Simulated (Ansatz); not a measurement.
Density of states of C (Fd-3m) below the valence band maximum, r2SCAN, rigid bands run with Ansatz (a program for electronic structure); cell volume 11.2 Å³.

| energy from edge (eV) | 10⁻³ states/eV/cell |
|---|---|
| 0.006 | 9.04 |
| 0.031 | 19.6 |
| 0.056 | 26.3 |
| 0.081 | 31.7 |
| 0.106 | 36.6 |
| 0.131 | 40.5 |
| 0.156 | 44.6 |
| 0.181 | 48.7 |
| 0.206 | 52.0 |
| 0.231 | 55.0 |
| 0.256 | 58.8 |
| 0.281 | 62.2 |
| 0.319 | 66.7 |
| 0.344 | 70.0 |
| 0.369 | 72.3 |
| 0.394 | 75.2 |
| 0.419 | 78.4 |
| 0.444 | 81.0 |
| 0.469 | 83.8 |
| 0.494 | 86.6 |
| 0.519 | 89.5 |
| 0.544 | 91.8 |
| 0.569 | 94.8 |
| 0.594 | 97.4 |

Q: What effective density of states at 300 K does this give (∫ g(E) exp(−E/k_BT) dE, both spins, divided by the cell's size)?

A: 3.8e19 cm⁻³, a density-of-states mass of 1.31 mₑ, valleys and band degeneracy included.

Spin-orbit coupling is left out. Geometry: cell and atoms relaxed with PBEsol.
